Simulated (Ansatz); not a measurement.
**Relaxation of cell and atoms of ReOs₂ (I4/mmm, 3 atoms in the cell) at several settings**

```
ReOs2
1.0
   -1.67262     1.67262     4.09382
    1.67262    -1.67262     4.09382
    1.67262     1.67262    -4.09382
Re Os
1 2
Cartesian
  0.00000   0.00000   0.00000
  0.00000   0.00000   2.74531
  0.00000   0.00000   5.44232
```

Base: Ansatz (a first-principles code) with PBE. Its settings: basis.ecutwfc = 420 eV; kpoints.mp_grid.grid = 9 9 9; kpoints.mp_grid.shift = 0.5 0.5 0.5; hamiltonian.xc = pbe; hamiltonian.pseudopotentials = {kind: paw} (the program's default PAW files); scf.occupations.method = fermi_dirac; scf.occupations.width = 0.1 eV. Starting volume 15.27 Å³ per atom.

Each line gives the change from the base single point and the result:

- hamiltonian.dispersion: default → d3bj; relax: default → cell and atoms [DFT, PBE-D3BJ, plane waves, default PAW files]: pressure 0.03 GPa; final cell a = b = c = 4.765 Å, α = β = 140.20°, γ = 57.55°; final volume per atom 14.65 Å³; relaxation steps 6.
- relax: default → cell and atoms: pressure 0.01 GPa; final cell a = b = c = 4.790 Å, α = β = 140.10°, γ = 57.70°; final volume per atom 14.94 Å³; relaxation steps 7; free energy against the base single point -26.0 meV/atom.

The starting cell was generated: these elements placed on a structure prototype, without a prior relaxation; it need not be a known phase or ordering of this composition. Spin polarisation is off. Ansatz's pressure includes its estimate of the finite-basis (Pulay) stress.

Left out of this page: 1 run of the series outside the window shown, repeating another row's setting, or not comparable.

Keys are those of Ansatz 0.2.
